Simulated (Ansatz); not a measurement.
Start from Mg in the hcp (Mg type) structure (space group P6_3/mmc, No. 194; relaxed with 0.1 eV smearing).

```yaml
crystal:
  lattice:
    - [3.19522, 0.00000, 0.00000]
    - [-1.59761, 2.76714, 0.00000]
    - [0.00000, 0.00000, 5.19658]
  atoms:
    - { symbol: Mg, position: [0.66667, 0.33333, 0.75000] }
    - { symbol: Mg, position: [0.33333, 0.66667, 0.25000] }
```

Cartesian axes are those of the cell as printed.

Computed with PBE (Ansatz, a first-principles code), no SOC.

Before the change:

| Quantity | Result |
|---|---|
| Volume per atom | 22.97 Å³ |

Modification: biaxial strain −0.50 %, plane normal [001], relaxed out of plane (Cartesian); in-plane vectors clamped, the third vector and the atoms free.

Task: What happens to the in-plane stress and volume per atom?

Result: The mean in-plane stress (compression positive) is +0.4 GPa; the volume per atom drops by 0.16 Å³ to 22.81 Å³.

Stability against distortions was not tested.
